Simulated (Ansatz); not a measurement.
Take TiAl3 (space group I4/mmm, No. 139; a = 3.846 Å, c = 8.620 Å) as the base.

Method: DFT with PBE, PAW potentials and a 420 eV plane-wave cutoff in Ansatz (a first-principles code), without spin-orbit coupling.

For the base:

The pressure is 0.0 GPa.

Now apply this change: an isotropic linear strain of +0.59 %, atoms relaxed at fixed cell.

### Question
What does the calculation give for the pressure and energy relative to the base after the change?

### Answer
The pressure (mean of the normal stresses, compression positive) goes from zero to -1.8 GPa; the energy grows by 1.6 meV/atom.

No phonon test of stability was made. The final runs are not spin-polarised.
